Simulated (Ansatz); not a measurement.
# TiO2: biaxial strain −4.23 %, plane normal [001], relaxed out of plane

The parent structure is TiO2 in the anatase structure (space group I4_1/amd, No. 141; a = 3.778 Å, c = 9.589 Å). Axes: x, y, z lie along a, b, c of the conventional cell.

Now apply this change: compressive biaxial strain of 4.23 % in the plane normal to [001], as in epitaxy on a mismatched substrate; the out-of-plane cell vector and the atoms relax.

The values are results of Ansatz (an electronic-structure program) r2SCAN, without spin-orbit coupling, earlier PAW set, not measurements. Settings: 12×12×12 k-points, 0.05 eV Fermi–Dirac smearing.

| quantity | base | changed | shift |
|---|---|---|---|
| volume per atom | 11.41 Å³ | 11.20 Å³ | -0.21 Å³ |
| shortest interatomic distance | 1.933 Å | 1.883 Å | -0.050 Å |
| energy relative to the base (free energy F) | 0 meV/atom | +37 meV/atom | +37 meV/atom |
| band gap | 2.53 eV | 2.98 eV | +0.45 eV |
| smallest direct gap | 2.87 eV | 3.27 eV | +0.40 eV |
| width of the top valence band | 0.86 eV | 0.76 eV | -0.10 eV |
| out-of-plane strain | – | +7.05 % | – |
| ratio −ε⊥/ε∥ | – | 1.67 | – |
| mean in-plane stress (compression positive) | – | +12.1 GPa | – |

Final structure (turned so that z lies along the plane normal):

```
CELL_PARAMETERS angstrom
      3.61819     0.00000     0.00000
      0.00000     3.61819     0.00000
      1.80910    -1.80910     5.13255
ATOMIC_POSITIONS crystal
  Ti 0.50000 0.50000 0.00000
  Ti 0.75000 0.75000 0.50000
  O  0.69917 0.30083 0.60165
  O  0.94917 0.55083 0.10165
  O  0.55083 0.94917 0.89835
  O  0.30083 0.69917 0.39835
```

Whether these cells are dynamically stable was not tested. All final runs are without spin polarisation.
